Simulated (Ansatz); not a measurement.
Data:

```yaml
crystal:
  lattice:
    - [0.00000, 2.71922, 2.71922]
    - [2.71922, 0.00000, 2.71922]
    - [2.71922, 2.71922, 0.00000]
  atoms:
    - { symbol: Ga, position: [0.00000, 0.00000, 0.00000] }
    - { symbol: P, position: [0.25000, 0.25000, 0.25000] }
```

These are PBEsol with spin-orbit coupling, rigid bands (plane waves, PAW; Ansatz, a first-principles code) values and carry that method's errors. How the cell was made: cell and atoms relaxed with PBEsol.

Problem. What conductivity effective mass do dilute electrons have at 300 K?

Solution. 0.35 mₑ.

Problem. Predict the hole conductivity mass (n e² τ/σ) at 300 K, by direction if it differs.

Solution. 0.48 mₑ.

Problem. And the band gap?

Solution. 1.43 eV at this level; semilocal functionals usually fall short of the measured gap.

Rigid bands, one relaxation time for all states, no polarons.
